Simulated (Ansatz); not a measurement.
Base system: CsCaH3 in the cubic perovskite structure (space group Pm-3m, No. 221; a = 4.541 Å; a cell from a computed database, its experimental status unchecked). Axes: x, y, z lie along the cube axes.

Calculations: DFT with PBEsol, PAW potentials and a 420 eV plane-wave cutoff in Ansatz (an electronic-structure program), spin-orbit coupling left out.

Modification: uniaxial strain ε_yy = −3.79 %, all other strain components held at zero; the atoms relax in the strained cell.

Problem. Predict the stress tensor and what it implies for the stiffness.

Solution. Stress of the strained cell less that of the base (GPa, compression positive):
```
   0.45    0.00    0.00
   0.00    2.40    0.00
   0.00    0.00    0.45
```

Then −Δσ_ii/ε with ε = -0.0379 gives secant stiffness values (nonlinear terms included at this strain): C22 ≈ 63 GPa, C12 ≈ 12 GPa and C23 ≈ 12 GPa.

As a check, the harmonic strain energy −½ V₀ Δσ:ε is 5.3 meV/atom; the computed energy rise is 5.0 meV/atom.

Stability against distortions was not tested. Many cubic perovskites are stable only at high temperature; tilts and polar distortions were not tested.
